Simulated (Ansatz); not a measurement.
The structure below was relaxed with PBEsol in Ansatz (plane waves to 420 eV, PAW, no spin-orbit coupling), at pressure −2 GPa.

```
TiZnO3
1.0
    2.54267     1.46801     4.59622
   -2.54267     1.46801     4.59622
    0.00000    -2.93602     4.59622
Ti Zn O
2 2 6
Direct
  0.50052   0.50052   0.50052
  0.00052   0.00052   0.00052
  0.78030   0.78030   0.78030
  0.28030   0.28030   0.28030
  0.86303   0.22012   0.60653
  0.22012   0.60653   0.86303
  0.60653   0.86303   0.22012
  0.36303   0.10653   0.72012
  0.72012   0.36303   0.10653
  0.10653   0.72012   0.36303
```

Find the space group and the Wyckoff positions.

Space group R3c, hexagonal axes (No. 161); a = b = 5.085 Å, c = 13.789 Å, α = β = 90.00°, γ = 120.00°

| atom | site | symmetry | x | y | z |
|---|---|---|---|---|---|
| Ti | 6a | 3. | 0.0000 | 0.0000 | 0.4995 |
| Zn | 6a | 3. | 0.0000 | 0.0000 | 0.2197 |
| O | 18b | 1 | 0.0335 | 0.3236 | 0.1034 |

Describe the coordination.

The crystal has 30 atoms in its conventional cell. Cell: a = b = 5.085 Å, c = 13.789 Å, α = β = 90.00°, γ = 120.00°. Ti sees 3 O at 1.859 Å and 3 O at 2.124 Å (octahedral). Zn has 3 O at 2.015 Å and 3 O at 2.242 Å. O has 1 Ti at 1.859 Å and 1 Ti at 2.124 Å and 1 Zn at 2.015 Å and 1 Zn at 2.242 Å. (Neighbours: up to the widest gap in distance over summed covalent radii, below 1.35, at either atom; cation-cation and far metal-metal contacts left out.)

Load acts through the strain it causes; cell and atoms are relaxed under it. No phonon test of stability was made. The final runs are not spin-polarised. The cell was made from TiZnO3 (space group R3c, No. 161; a cell from a computed database, its experimental status unchecked) by this change: pressure −2 GPa.

Ansatz is an electronic-structure program.
